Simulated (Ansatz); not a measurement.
SiC (model structure, started from the CdTe type, P6₄22, No. 181, 6 atoms in the cell), treated with LDA (Ansatz, a first-principles code, plane waves, PAW).

Run with plane-wave cutoff 520 eV, 18×18×8 k mesh (along the axes of the cell as run), Fermi–Dirac smearing 0.05 eV, scalar-relativistic PAW data made under PBE.

Cell (relaxed at this level):

```yaml
crystal:
  lattice:
    - [3.04672, 0.00000, 0.00000]
    - [-1.52336, 2.63854, 0.00000]
    - [0.00000, 0.00000, 6.98923]
  atoms:
    - { symbol: Si, position: [0.00000, 0.50000, 0.66667] }
    - { symbol: Si, position: [0.50000, 0.50000, 0.00000] }
    - { symbol: Si, position: [0.50000, 0.00000, 0.33333] }
    - { symbol: C, position: [0.00000, 0.50000, 0.16667] }
    - { symbol: C, position: [0.50000, 0.50000, 0.50000] }
    - { symbol: C, position: [0.50000, 0.00000, 0.83333] }
```

**Question.** Estimate the band gap, smallest direct gap on the k points sampled and Γ–Γ gap that the calculation returns.

**Answer.** 
band gap: 0.82 eV (indirect)
smallest direct gap on the k points sampled: 3.05 eV
Γ–Γ gap: 3.49 eV

Note: the relaxation could raise the start's symmetry but not lower it, so the cell can be a saddle point.

Computed values are for the static lattice.

Computing time: about 27 core-seconds (a rough figure).

A model structure was made by putting elements into a prototype or built by hand; it is no filed structure, need not be a known phase, and can be a saddle point held by its symmetry.
